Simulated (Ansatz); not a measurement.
```
CELL_PARAMETERS angstrom
      0.00000     2.66406     2.66406
      2.66406     0.00000     2.66406
      2.66406     2.66406     0.00000
ATOMIC_POSITIONS crystal
  P  0.75000 0.75000 0.75000
  Ga 0.00000 0.00000 0.00000
```

No spin polarisation.

All numbers come from r2SCAN (Ansatz, a quantum-chemistry and plane-wave program, PAW, scalar-relativistic without spin-orbit coupling). k-mesh 10×10×10 (Γ-centred); smearing 0.05 eV (Fermi–Dirac).

Task: What is the computed band gap?

Result: 1.72 eV.

Task: Estimate the electron mass.

Result: 1.2 mₑ along k, 0.22 mₑ across (off the special points).

Load acts through the strain it causes; cell and atoms are relaxed under it. Effective masses come from finite differences of ±0.01 Å⁻¹. Along k means along the line from Γ to the band edge. Whether these cells are dynamically stable was not tested. Tetrahedral semiconductors of this kind turn to denser phases somewhere between about 1 and 50 GPa; those were not computed, so compressed cells here can lie past the real transition. The cell was made from GaP in the zinc blende structure (space group F-43m, No. 216) by this change: pressure 7 GPa.
